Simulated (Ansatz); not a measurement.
Consider GaN in the rock salt structure (space group Fm-3m, No. 225; a = 4.2195 Å; a model cell).

Calculations: PBEsol in Ansatz (plane waves to 420 eV, PAW, no spin-orbit coupling).

One change was made to it. Results:

```csv
quantity,base,after
band gap,0.54 eV,0.56 eV
lattice parameter a,7.974 bohr,7.966 bohr
width of the top valence band,4.70 eV,4.71 eV
```

Problem. What was done to the base?
A) pressure −2 GPa
B) pressure 0.7 GPa
C) pressure 7.5 GPa
D) pressure 5 GPa
E) pressure 3 GPa

Solution. B, pressure 0.7 GPa. For comparison, the band gap in the other runs: pressure 3 GPa gives 0.62 eV; pressure 7.5 GPa gives 0.73 eV; pressure −2 GPa gives 0.49 eV; pressure 5 GPa gives 0.67 eV.

Load acts through the strain it causes; cell and atoms are relaxed under it. Stability against distortions was not tested. Competing high-pressure phases were not computed. The base started in Pnma and relaxed to Fm-3m at this level. This is not the structure that GaN has at room temperature and ambient pressure.

Ansatz is a program for electronic structure.
